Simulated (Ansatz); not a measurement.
# SiO2: Si → Ti

The reference is SiO2 in the rutile structure (space group P4_2/mnm, No. 136; a = 4.195 Å, c = 2.678 Å).

It is then changed as follows: every Si is replaced by Ti, then cell and atoms are relaxed.

Calculations: DFT with PBEsol, PAW potentials and a 420 eV plane-wave cutoff in Ansatz (an electronic-structure program), no spin-orbit coupling, earlier PAW set. k-mesh 7×7×11 (Γ-centred); smearing 0.05 eV (Fermi–Dirac), for the changed cell.

The volume per atom grows by 2.474 Å³ (7.85 Å³ → 10.33 Å³) and the c/a ratio stays essentially unchanged (0.639 against 0.640). The space group remains P4_2/mnm (No. 136) and the shortest interatomic distance increases by 17.7 pm, from 176.5 pm to 194.2 pm. The band gap falls by 3.49 eV, from 5.36 eV to 1.87 eV and the gap character stays direct at Γ. The electron mass changes from 0.37 mₑ along c, 0.47 mₑ across (at Γ) to 0.54 mₑ along c, 1.1 mₑ across (at Γ) and the valence-band top at Γ (three highest levels, from the VBM) goes from 0.00, -0.88, -0.88 eV to 0.00, -0.44, -0.44 eV.

Effective masses come from finite differences of ±0.01 Å⁻¹. Whether these cells are dynamically stable was not tested. All final runs are without spin polarisation.
